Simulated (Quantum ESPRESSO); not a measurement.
A self-consistent single point of InSe (R3m, 4 atoms in the cell) with Quantum ESPRESSO.

Computed with LDA (PZ), GBRV 1.5 ultrasoft (LDA) pseudopotentials (plane waves; Quantum ESPRESSO).

The change in words: lattice scaled by 0.98. Reference geometry:
```yaml
crystal:
  lattice:
    - [2.02334, -1.16818, 8.60852]
    - [0.00000, 2.33636, 8.60852]
    - [-2.02334, -1.16818, 8.60852]
  atoms:
    - { symbol: In, position: [0.11035, 0.11035, 0.11035] }
    - { symbol: In, position: [0.00183, 0.00183, 0.00183] }
    - { symbol: Se, position: [0.61971, 0.61971, 0.61971] }
    - { symbol: Se, position: [0.82581, 0.82581, 0.82581] }
```

Reference input (self-consistent single point, DFT, LDA (PZ), plane waves, GBRV 1.5 ultrasoft (LDA) pseudopotentials): ecutwfc = 40 Ry; ecutrho = 200 Ry; occupations = fixed; potentials = {In: in_lda_v1.4.uspp.F.UPF, Se: se_lda_v1.uspp.F.UPF}; K_POINTS = automatic 6 6 6 0 0 0; nbnd = 21; conv_thr = 1e-10 Ry; mixing_beta = 0.3. This run's input differs from it in these lines:

```diff
@@ -10,4 +10,4 @@
    ibrav = 5
-   celldm(1) = 16.85623372
-   celldm(4) = 0.8970926005
+   celldm(1) = 16.51910982
+   celldm(4) = 0.8970926231
    nat = 4
@@ -27,6 +27,6 @@
 ATOMIC_POSITIONS {angstrom}
-In    0.00000000    0.00000000    2.84985154
-In    0.00000000    0.00000000    0.04726079
-Se    0.00000000    0.00000000   16.00444084
-Se    0.00000000    0.00000000   21.32693566
+In    0.00000000    0.00000000    2.79285466
+In    0.00000000    0.00000000    0.04631558
+Se    0.00000000    0.00000000   15.68435288
+Se    0.00000000    0.00000000   20.90039809
 K_POINTS {automatic}
```

The program printed (abridged):

```
     Self-consistent Calculation

     iteration #  1     ecut=    40.00 Ry     beta= 0.30

     total energy              =    -352.34587336 Ry
     estimated scf accuracy    <       4.08175091 Ry

     iteration #  2     ecut=    40.00 Ry     beta= 0.30

     total energy              =    -352.68061899 Ry
     estimated scf accuracy    <       0.29935050 Ry

     iteration #  3     ecut=    40.00 Ry     beta= 0.30

     total energy              =    -352.73693814 Ry
     estimated scf accuracy    <       0.01930985 Ry

   [... 9 blocks of this kind left out ...]

     iteration # 13     ecut=    40.00 Ry     beta= 0.30

     total energy              =    -352.73639149 Ry
     estimated scf accuracy    <          8.1E-10 Ry

     iteration # 14     ecut=    40.00 Ry     beta= 0.30
     End of self-consistent calculation

     highest occupied, lowest unoccupied level (ev):     6.1840    6.5229

!    total energy              =    -352.73639149 Ry
     estimated scf accuracy    <          3.9E-11 Ry

     convergence has been achieved in  14 iterations

     Forces acting on atoms (cartesian axes, Ry/au):

     atom    1 type  1   force =    -0.00000000   -0.00000000   -0.00985291
     atom    2 type  1   force =     0.00000000    0.00000000    0.00993048
     atom    3 type  2   force =     0.00000000    0.00000000   -0.01222481
     atom    4 type  2   force =     0.00000000    0.00000000    0.01214724

     Total force =     0.022197     Total SCF correction =     0.000021

          total   stress  (Ry/bohr**3)                   (kbar)     P=        0.16
   0.00001138   0.00000000   0.00000000            1.67        0.00        0.00
  -0.00000000   0.00001138   0.00000000           -0.00        1.67        0.00
   0.00000000   0.00000000  -0.00001953            0.00        0.00       -2.87

   JOB DONE.
```

The run converged in 14 iterations. Against the reference run the free energy goes down by 11.2 meV/atom, the pressure goes from -2.91 to 0.02 GPa, the largest force goes from 0.153 to 0.314 eV/Å and the gap on the mesh goes from 0.191 to 0.339 eV.

The starting cell comes from a database of computed structures (which also holds hypothetical and non-ambient phases and stackings), without a prior relaxation at this level. For this run, on top of that: lattice scaled by 0.98.

Cost on one core of a shared machine: roughly 3 min.
